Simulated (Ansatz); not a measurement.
# BP (model structure, started from the rocksalt type, Fm-3m, No. 225, 2 atoms in the cell): properties by level of theory

```tsv
level (code)	lattice constant a (Å)	bulk modulus B0 (GPa)	cohesive energy (eV/atom)
LDA (Ansatz)	4.266	175	5.22
PBE (Ansatz)	4.321	160	4.23
PBEsol (Ansatz)	4.290	171	4.75
```

Caveats: the bulk modulus is −V dP/dV from two relaxed cells at ±2 % in volume (LDA, PBE, PBEsol). Ansatz's density-functional and Hartree–Fock values are scalar-relativistic unless marked +SOC, with PAW data made under PBE.

Computed values are for the static lattice.

A model structure was made by putting elements into a prototype or built by hand; it is no filed structure, need not be a known phase, and can be a saddle point held by its symmetry.

Ansatz is an electronic-structure program.
